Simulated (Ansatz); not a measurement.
BP (F-43m), r2SCAN with spin-orbit coupling, rigid bands in Ansatz (a first-principles code): N_c = 4.00e19 cm⁻³ at 300 K and an electron conductivity mass of 0.322 mₑ.

### Question
For 1e17 electrons per cm³ at 300 K, place the Fermi level, estimate the Seebeck coefficient of a parabolic band with constant τ, and give mobility and conductivity for τ = 20 fs.

### Answer
The level lies k_BT ln(N_c/n) = 0.155 eV below the conduction-band minimum. S ≈ −(k_B/e)[ln(N_c/n) + 5/2] = -732 μV/K, against -730 μV/K from the full bands (mean over directions). μ = eτ/m = 109 cm²/(V·s) and σ = neμ = 1.75 S/cm. τ is assumed, not computed.

Band transport and this doping are assumed; polarons and phonon drag are left out.
